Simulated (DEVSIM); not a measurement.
# abrupt Si n-p junction

Device: abrupt Si n-p junction, at 300 K.

```csv
layer (left to right),material,thickness (μm),Nd (cm⁻³),Na (cm⁻³),τn (s),τp (s)
1,Si,3.90,4.6e17,-,1.6e-6,1.6e-6
2,Si,19.0,-,1.9e15,1.6e-6,1.6e-6
```

Left contact: ohmic. Right contact: ohmic. Voltage is applied to the left contact. Recombination: SRH at mid-gap. Mobility is constant in doping.

Constants are typed, rounded textbook-type inputs, not results; the design itself was drawn at random and stands for no fabricated device. Values at 300 K.

```
parameter           Si
-------------  -------
gap (eV)         1.124
affinity (eV)     4.05
permittivity      11.7
Nc (cm⁻³)      2.86e19
Nv (cm⁻³)       3.1e19
μn (cm²/Vs)       1417
μp (cm²/Vs)        470
```

DEVSIM, 1D drift-diffusion, Boltzmann statistics, complete ionisation; no tunnelling, impact ionisation, image-force lowering or self-heating.

```
Property                                           Result
---------------------------------------------  ----------
Potential step across the device at zero bias     0.766 V
Largest field in the device at zero bias       40000 V/cm
Dark forward voltage at 1 A/cm²                   0.581 V
Dark forward voltage at 100 A/cm²                 0.752 V
```

Dark forward current:

```tsv
V (V)	J (A/cm²)
-0.05	-7.7e-9
-0.10	-3.3e-8
-0.15	-1.4e-7
-0.20	-6.6e-7
-0.25	-3.7e-6
-0.30	-2.4e-5
-0.35	-0.00016
-0.40	-0.0011
-0.45	-0.0072
-0.50	-0.049
-0.55	-0.33
-0.60	-2.0
-0.65	-9.5
-0.70	-34
-0.75	-97
-0.80	-230
-0.85	-440
-0.90	-750
-0.95	-1200
-1.00	-1600
-1.05	-2200
```

Dark reverse current:

| V (V) | J (A/cm²) |
|---|---|
| 0.04 | 2.8e-9 |
| 0.10 | 5.4e-9 |
| 0.20 | 8.8e-9 |
| 0.30 | 1.2e-8 |
| 0.40 | 1.5e-8 |
| 0.60 | 2.0e-8 |
| 0.80 | 2.4e-8 |
| 1.00 | 2.8e-8 |
| 1.30 | 3.4e-8 |
| 1.60 | 3.9e-8 |
| 2.00 | 4.5e-8 |
